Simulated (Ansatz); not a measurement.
**MgO: response to strain**

The reference is MgO in the rock salt structure (space group Fm-3m, No. 225; a = 4.214 Å). Axes: x, y, z lie along the cube axes.

Strains are applied to the cell and any free atomic positions relax; under biaxial strain the out-of-plane vector relaxes too.

All numbers come from PBEsol (Ansatz, a first-principles code), no SOC.

| case | electron mass | band gap | ratio −ε⊥/ε∥ |
|---|---|---|---|
| base | 0.34 mₑ (at Γ) | 4.62 eV | – |
| biaxial strain −3.00 %, plane normal [001], relaxed out of plane | 0.33 mₑ out of plane, 0.37 mₑ in plane (at Γ) | 4.95 eV | 0.67 |
| biaxial strain −2.50 %, plane normal [001], relaxed out of plane | 0.33 mₑ out of plane, 0.37 mₑ in plane (at Γ) | 4.89 eV | 0.66 |
| biaxial strain −2.00 %, plane normal [001], relaxed out of plane | 0.33 mₑ out of plane, 0.36 mₑ in plane (at Γ) | 4.84 eV | 0.65 |
| biaxial strain −1.50 %, plane normal [001], relaxed out of plane | 0.33 mₑ out of plane, 0.35 mₑ in plane (at Γ) | 4.78 eV | 0.64 |
| biaxial strain −0.50 %, plane normal [001], relaxed out of plane | 0.34 mₑ (at Γ) | 4.68 eV | – |
| biaxial strain +0.50 %, plane normal [001], relaxed out of plane | 0.34 mₑ (at Γ) | 4.55 eV | – |
| biaxial strain +1.00 %, plane normal [001], relaxed out of plane | 0.34 mₑ (at Γ) | ___ | 0.60 |
| biaxial strain +2.00 %, plane normal [001], relaxed out of plane | 0.35 mₑ out of plane, 0.32 mₑ in plane (at Γ) | 4.33 eV | ___ |
| biaxial strain +2.50 %, plane normal [001], relaxed out of plane | 0.35 mₑ out of plane, 0.32 mₑ in plane (at Γ) | 4.26 eV | 0.57 |

Task: What belongs in the blanks?

Result: 
- biaxial strain +1.00 %, plane normal [001], relaxed out of plane, band gap: 4.47 eV
- biaxial strain +2.00 %, plane normal [001], relaxed out of plane, ratio −ε⊥/ε∥: 0.58

Masses are band curvatures over ±0.01 Å⁻¹ around the edge. No phonon test of stability was made.
